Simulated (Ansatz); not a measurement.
Results of r²SCAN (plane waves, PAW; Ansatz, a first-principles code) for ZnO (P4₂/mnm, No. 136, 8 atoms in the cell; start mp-1093993; a measured phase of this formula has another space group).

Numerical settings: plane-wave cutoff 560 eV, 6×6×10 k mesh (along the axes of the cell as run), Fermi–Dirac smearing 0.01 eV, scalar-relativistic PAW data made under PBE.

Cell (relaxed at this level):

```yaml
crystal:
  lattice:
    - [5.51159, 0.00000, 0.00000]
    - [0.00000, 5.51159, 0.00000]
    - [0.00000, 0.00000, 3.24990]
  atoms:
    - { symbol: Zn, position: [0.18184, 0.18184, 0.50000] }
    - { symbol: Zn, position: [0.81816, 0.81816, 0.50000] }
    - { symbol: Zn, position: [0.31816, 0.68184, 0.00000] }
    - { symbol: Zn, position: [0.68184, 0.31816, 0.00000] }
    - { symbol: O, position: [0.81738, 0.18262, 0.50000] }
    - { symbol: O, position: [0.18262, 0.81738, 0.50000] }
    - { symbol: O, position: [0.31738, 0.31738, 0.00000] }
    - { symbol: O, position: [0.68262, 0.68262, 0.00000] }
```

Problem. Give the computed band gap and bulk modulus B0.

Solution. 
- band gap = 1.21 eV (on the SCF k mesh)
- bulk modulus B0 = 133 GPa

Note: the relaxation could not lower the start's symmetry, so the cell can be a saddle point above a distorted one; the bulk modulus is −V dP/dV from two relaxed cells at ±2 % in volume.

Static lattice: no zero-point or thermal effects.

Cost on a shared machine: about 90 core-seconds (a rough figure).

A start named mp-… is a Materials Project structure, which need not be a measured phase.
